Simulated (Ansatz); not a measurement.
**A computed series for hypothetical cubic perovskite SrSnSe3: response to strain**

The parent structure is SrSnSe₃ in the cubic perovskite structure (space group Pm-3m, No. 221; a = 5.3228 Å; a hypothetical phase, not in the database extracts checked). Axes: x, y, z lie along the cube axes.

Strains are applied to the cell and any free atomic positions relax; under biaxial strain the out-of-plane vector relaxes too; under stress the whole cell relaxes.

Calculations: DFT with PBE, PAW potentials and a 420 eV plane-wave cutoff in Ansatz (an electronic-structure program), without spin-orbit coupling.

Notes on the quantities. energy relative to the base: free energy F.

```csv
case,energy relative to the base,volume per atom,space group
base,0 meV/atom,30.16 Å³,Pm-3m (No. 221)
"biaxial strain −2.96 %, plane normal [001], relaxed out of plane",+19 meV/atom,28.84 Å³,P4/mmm (No. 123)
"biaxial strain −0.78 %, plane normal [111], relaxed out of plane",+0.5 meV/atom,30.00 Å³,R-3m (No. 166)
"biaxial strain +1.75 %, plane normal [111], relaxed out of plane",+2.5 meV/atom,30.53 Å³,R-3m (No. 166)
isotropic strain −3.67 %,+58 meV/atom,26.96 Å³,Pm-3m (No. 221)
uniaxial strain ε_xx = +1.89 %,+2.9 meV/atom,30.73 Å³,P4/mmm (No. 123)
uniaxial strain ε_xx = +3.96 %,+12 meV/atom,31.35 Å³,P4/mmm (No. 123)
"uniaxial stress, 0.5 GPa tension along x",+0.3 meV/atom,…,P4/mmm (No. 123)
tensor shear ε_xz = −2.93 %,+2.9 meV/atom,30.13 Å³,Cmmm (No. 65)
```

Question: What belongs in the blanks?

Answer: 
- uniaxial stress, 0.5 GPa tension along x, volume per atom: 30.27 Å³

Without a gap, meshes like the base's 9×9×9 leave anisotropic stresses uncertain by several tenths of a GPa, and small strain energies with them. Stability under load was not tested beyond the relaxation. The final runs are not spin-polarised. Many cubic perovskites are stable only at high temperature; tilts and polar distortions were not tested.
